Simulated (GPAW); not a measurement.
Band structure of CaC2 (Pnnm, 6 atoms in the cell).

```
CELL_PARAMETERS angstrom
      4.40723     0.00000     0.00000
      0.00000     5.90435     0.00000
      0.00000     0.00000     3.89734
ATOMIC_POSITIONS crystal
  Ca 0.00000 0.00000 0.00000
  Ca 0.50000 0.50000 0.50000
  C  0.88666 0.56447 0.00000
  C  0.11334 0.43553 0.00000
  C  0.38666 0.93553 0.50000
  C  0.61334 0.06447 0.50000
```

Method: LDA (Perdew-Wang 92), GPAW PAW datasets LDA (gpaw-data 1.0.1) (plane waves; GPAW).

Settings: mode = pw; ecut = 900 eV; xc = LDA; kpts = 4 3 5; mesh shift (steps) = 0 0 0; occupations.name = fermi-dirac; occupations.width = 0 eV; nbands = -4; convergence.density = 1e-05 e/electron; convergence.bands = -2; symmetry.symmorphic = false; symmetry.tolerance = 0.0005; maxiter = 150; bandpath_npoints = 40.

The starting cell comes from a database of computed structures (which also holds hypothetical and non-ambient phases and stackings), without a prior relaxation at this level.

Problem. Predict the gap along the standard path and the places of the band edges.

Solution. The gap along the path is 2.74 eV, from Y to Γ; the smallest direct gap on it is 3.07 eV.

Levels in eV from the top of the valence band on the SCF mesh, bands 15 to 22:
```tsv
point	15	16	17	18	19	20	21	22
Γ	-0.87	-0.85	-0.58	-0.33	2.74	3.38	3.98	4.08
X	-1.25	-1.25	-0.37	-0.37	4.23	4.23	4.48	4.48
S	-1.02	-1.02	-0.64	-0.64	2.97	2.97	4.40	4.40
Y	-1.04	-1.04	0.00	0.00	5.02	5.02	5.47	5.47
Z	-0.67	-0.67	-0.50	-0.50	3.65	3.65	4.25	4.25
U	-1.18	-1.18	-0.52	-0.52	5.01	5.01	5.51	5.51
R	-1.59	-1.59	-0.14	-0.14	3.85	3.85	4.97	4.97
T	-1.07	-1.07	-0.14	-0.14	6.00	6.00	6.02	6.02
```
